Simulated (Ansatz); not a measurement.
**VN: biaxial strain −1.27 %, plane normal [111], relaxed out of plane**

The reference is VN in the rock salt structure (space group Fm-3m, No. 225; a = 4.0732 Å). Axes: x, y, z lie along the cube axes.

The change: compressive biaxial strain of 1.27 % in the plane normal to [111], as in epitaxy on a mismatched substrate; the out-of-plane cell vector and the atoms relax.

Computed with DFT with PBEsol, PAW potentials and a 420 eV plane-wave cutoff in Ansatz (a first-principles code), no spin-orbit coupling. Settings: 20×20×20 k-points, 0.05 eV Fermi–Dirac smearing.

```json
[
 {"quantity": "volume per atom", "base": "8.45 Å³", "changed": "8.34 Å³", "shift": "-0.11 Å³"},
 {"quantity": "space group", "base": "Fm-3m (No. 225)", "changed": "R-3m (No. 166)", "shift": "–"},
 {"quantity": "shortest interatomic distance", "base": "203.7 pm", "changed": "202.8 pm", "shift": "-0.85 pm"},
 {"quantity": "energy relative to the base (free energy F)", "base": "0 meV/atom", "changed": "+4.5 meV/atom", "shift": "+4.5 meV/atom"},
 {"quantity": "pressure (mean of the normal stresses, compression positive)", "base": "0.0 GPa", "changed": "4.6 GPa", "shift": "+4.6 GPa"},
 {"quantity": "band gap", "base": "zero", "changed": "zero", "shift": "–"},
 {"quantity": "out-of-plane strain (rough)", "base": "–", "changed": "+1.27 %", "shift": "–"},
 {"quantity": "mean in-plane stress (compression positive) (rough)", "base": "–", "changed": "+6.8 GPa", "shift": "–"}
]
```

Final structure (turned so that z lies along the plane normal):

```yaml
crystal:
  lattice:
    - [2.84358, 0.00000, 0.00000]
    - [1.42179, 2.46262, 0.00000]
    - [1.42179, -0.82087, 2.38157]
  atoms:
    - { symbol: N, position: [0.00000, 0.00000, 0.00000] }
    - { symbol: V, position: [0.00000, 0.50000, 0.50000] }
```

Without a gap, meshes like the base's 20×20×20 leave anisotropic stresses uncertain by several tenths of a GPa, and small strain energies with them. Stability against distortions was not tested. Starting moments died away, wholly or in part, for the base; another magnetic solution may exist. The final runs are not spin-polarised.
